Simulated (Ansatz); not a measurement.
A periodic model of amorphous Si30N41Al:

```xyz
72
Lattice="9.3393 -0.1943 -0.0511 -0.1943 9.2501 0.0334 -0.0511 0.0334 9.3709" Properties=species:S:1:pos:R:3 pbc="T T T"
Si     5.4596     1.9281     7.7452
Si     3.0604     0.1385     7.3397
Si     3.5370     4.1342     7.4339
Si     1.7945     7.8622     3.6443
Si     1.4045     5.5539     5.6575
Si     5.5368     6.2454     9.1846
Si     3.6417     5.4991     4.5377
Si     8.7112     7.8840     5.6074
Si     4.2340     2.3113     3.3030
Si     0.5876     7.5716     7.6801
Si     1.8705     1.2986     4.3772
Si     9.2724     1.9636     1.7229
Si     4.4578     1.6154     0.5288
Si     7.7639     6.4910     1.7956
Si     4.2602     8.9657     4.7017
Si     2.4157     3.5448     2.3686
Si     3.3482     6.2883     1.7380
Si     1.4187     7.2561     0.6488
Si     6.9055     1.4909     0.9206
Si     5.7440     4.7275     6.7392
Si     6.6405     2.1448     3.7527
Si     8.8293     8.6632     2.6252
Si     7.7813     5.9265     8.3381
Si     1.2468     2.7534     6.8339
Si     8.3412     3.5417     6.2238
Si     6.0133     8.3855     6.8900
Si     8.3432     0.8300     7.9059
Si     6.4018     7.0442     4.1327
Si     6.4283     4.4741     4.0238
Si     5.4110     8.2354     2.0809
N      3.9753     1.1643     8.3248
N      4.7090     5.2482     8.0939
N      2.8724    -0.0390     4.1616
N      5.8635     2.5422     9.3246
N      1.9413     8.2678     8.4048
N      7.3005     3.2295     4.9147
N      3.3958     4.9657     2.8425
N      6.6727     0.7252     7.3841
N      6.9898     7.9549     5.4416
N      0.5995     4.0440     5.7346
N      2.3804     7.7209     2.0406
N      0.6620     1.0751     2.9101
N      0.3066     6.7461     6.2355
N      5.4316     5.4957     5.0864
N      8.8611     8.6786     7.1922
N      1.9992     1.3005     6.2044
N      4.2876     8.6164     6.4038
N      2.2242     6.4998     4.4923
N      2.1172     3.4870     8.1281
N      7.4310     4.7498     7.0927
N      6.4939     7.1815     8.0495
N      0.1330     6.2353     8.7362
N      2.9877     4.9346     6.0394
N      2.6502     2.7627     3.9443
N      4.8346     7.6747     3.6699
N      8.9306     2.2669     7.2231
N      0.8802     3.5778     1.5200
N      4.9099     3.1828     6.7119
N      5.2698     1.1422     4.1319
N      5.5243     0.4714     1.3002
N      8.4971     1.0529     0.2980
N      0.1055     8.1864     4.1277
N      7.2996     5.7557     3.3364
N      4.8384     6.9315     1.1342
N      7.1040     5.5631     0.5114
N      2.3982     5.8126     0.4457
N      7.6564     1.9781     2.3976
N      5.5517     3.3797     3.1270
N     -0.1345     7.6192     1.4698
N      3.4873     2.3098     1.6911
N      7.1135     8.0584     2.5391
Al     1.1952     4.6015     9.2995
```

Method: PBE, scalar-relativistic without spin-orbit coupling (plane waves to 420 eV, PAW; Ansatz, an electronic-structure program).

A CHGNet melt-quench gave the starting glass, which DFT then relaxed. N atoms were pushed apart under 1.9 Å during the dynamics, to hinder bonds among them. The hot cell started wider than the set density and was brought back towards it in steps. It is the lowest in DFT energy of 2 quenches. It is a model cell: composition and starting density were chosen by hand, and all elements were melted together. No dispersion term was used. Its density started from a set value of 2.96 and ended at 2.96 g/cm³. The quench (nominally 450 K/ps over its main leg) was far faster than any real one, so the model tends to hold more defects than a real film. Values belong to this one cell and scatter from quench to quench. The volume was held where the preparation left it and the shape relaxed, at a PBE pressure of 5.9 GPa. Stress components on the final sampling reach 6.0 GPa. On a 2×2×2 Γ-centred mesh force components of up to 0.13 eV/Å stay, since the relaxation ran on the zone centre alone.

Neighbours within Si-Si 2.60 Å, Si-N 2.20 Å, Si-Al 2.55 Å, N-N 1.70 Å, N-Al 2.30 Å, Al-Al 2.66 Å count as bonded. Two cations that share two anions don't count as bonded, nor two that share one unless they lie closer than Si-Si 2.38 Å, Si-Al 2.48 Å, Al-Al 2.59 Å.

Give the coordination numbers, mean bond lengths and angles.


- Mean coordination of Si by anions = 4.07 (28 with 4, 2 with 5)
- Mean coordination of N = 3.07 (38 with 3, 3 with 4)
- Mean coordination of Al by anions = 4.00 (1 with 4)
- Mean Si-N bond = 1.759 Å (spread 0.071 Å, 122 counted)
- Mean N-Al bond = 1.893 Å (spread 0.092 Å, 4 counted)
- Bond angle at Si = mean 108.8°, spread 15.2°
- Bond angle at N = mean 114.7°, spread 19.9°
- Bond angle at Al = mean 108.0°, spread 14.2°

Which atoms depart from the most common coordination of their element?

Si18 has 5 (N41 1.75 Å, N66 1.76 Å, N69 1.79 Å, N35 1.97 Å, N52 2.07 Å); Si28 has 5 (N39 1.70 Å, N55 1.75 Å, N63 1.76 Å, N71 2.02 Å, N44 2.06 Å); N44 has 4 (Si29 1.78 Å, Si20 1.85 Å, Si7 1.87 Å, Si28 2.06 Å); N52 has 4 (Si23 1.73 Å, Si10 1.76 Å, Al72 2.03 Å, Si18 2.07 Å); N71 has 4 (Si30 1.77 Å, Si22 1.82 Å, Si14 1.85 Å, Si28 2.02 Å).

List the pairs of like atoms that count as bonded by the rules above.

There are none by these rules.

What Bader charges do the atoms carry, from a run on the zone centre alone?

Means (range): Si +3.08 e (+3.01 to +3.14), N -2.32 e (-2.37 to -2.21), Al +2.45 e (+2.45 to +2.45).
```json
[
 {"atom": "Si1", "charge (e)": "+3.10"},
 {"atom": "Si2", "charge (e)": "+3.01"},
 {"atom": "Si3", "charge (e)": "+3.09"},
 {"atom": "Si4", "charge (e)": "+3.14"},
 {"atom": "Si5", "charge (e)": "+3.11"},
 {"atom": "Si6", "charge (e)": "+3.12"},
 {"atom": "Si7", "charge (e)": "+3.03"},
 {"atom": "Si8", "charge (e)": "+3.10"},
 {"atom": "Si9", "charge (e)": "+3.06"},
 {"atom": "Si10", "charge (e)": "+3.10"},
 {"atom": "Si11", "charge (e)": "+3.01"},
 {"atom": "Si12", "charge (e)": "+3.06"},
 {"atom": "Si13", "charge (e)": "+3.12"},
 {"atom": "Si14", "charge (e)": "+3.04"},
 {"atom": "Si15", "charge (e)": "+3.13"},
 {"atom": "Si16", "charge (e)": "+3.05"},
 {"atom": "Si17", "charge (e)": "+3.12"},
 {"atom": "Si18", "charge (e)": "+3.06"},
 {"atom": "Si19", "charge (e)": "+3.08"},
 {"atom": "Si20", "charge (e)": "+3.05"},
 {"atom": "Si21", "charge (e)": "+3.09"},
 {"atom": "Si22", "charge (e)": "+3.01"},
 {"atom": "Si23", "charge (e)": "+3.06"},
 {"atom": "Si24", "charge (e)": "+3.07"},
 {"atom": "Si25", "charge (e)": "+3.13"},
 {"atom": "Si26", "charge (e)": "+3.09"},
 {"atom": "Si27", "charge (e)": "+3.12"},
 {"atom": "Si28", "charge (e)": "+3.08"},
 {"atom": "Si29", "charge (e)": "+3.12"},
 {"atom": "Si30", "charge (e)": "+3.12"},
 {"atom": "N31", "charge (e)": "-2.34"},
 {"atom": "N32", "charge (e)": "-2.31"},
 {"atom": "N33", "charge (e)": "-2.37"},
 {"atom": "N34", "charge (e)": "-2.31"},
 {"atom": "N35", "charge (e)": "-2.27"},
 {"atom": "N36", "charge (e)": "-2.33"},
 {"atom": "N37", "charge (e)": "-2.29"},
 {"atom": "N38", "charge (e)": "-2.33"},
 {"atom": "N39", "charge (e)": "-2.34"},
 {"atom": "N40", "charge (e)": "-2.30"},
 {"atom": "N41", "charge (e)": "-2.32"},
 {"atom": "N42", "charge (e)": "-2.25"},
 {"atom": "N43", "charge (e)": "-2.35"},
 {"atom": "N44", "charge (e)": "-2.32"},
 {"atom": "N45", "charge (e)": "-2.31"},
 {"atom": "N46", "charge (e)": "-2.21"},
 {"atom": "N47", "charge (e)": "-2.27"},
 {"atom": "N48", "charge (e)": "-2.34"},
 {"atom": "N49", "charge (e)": "-2.34"},
 {"atom": "N50", "charge (e)": "-2.34"},
 {"atom": "N51", "charge (e)": "-2.30"},
 {"atom": "N52", "charge (e)": "-2.36"},
 {"atom": "N53", "charge (e)": "-2.30"},
 {"atom": "N54", "charge (e)": "-2.30"},
 {"atom": "N55", "charge (e)": "-2.32"},
 {"atom": "N56", "charge (e)": "-2.36"},
 {"atom": "N57", "charge (e)": "-2.31"},
 {"atom": "N58", "charge (e)": "-2.30"},
 {"atom": "N59", "charge (e)": "-2.32"},
 {"atom": "N60", "charge (e)": "-2.34"},
 {"atom": "N61", "charge (e)": "-2.26"},
 {"atom": "N62", "charge (e)": "-2.34"},
 {"atom": "N63", "charge (e)": "-2.31"},
 {"atom": "N64", "charge (e)": "-2.36"},
 {"atom": "N65", "charge (e)": "-2.31"},
 {"atom": "N66", "charge (e)": "-2.32"},
 {"atom": "N67", "charge (e)": "-2.33"},
 {"atom": "N68", "charge (e)": "-2.34"},
 {"atom": "N69", "charge (e)": "-2.26"},
 {"atom": "N70", "charge (e)": "-2.32"},
 {"atom": "N71", "charge (e)": "-2.33"},
 {"atom": "Al72", "charge (e)": "+2.45"}
]
```
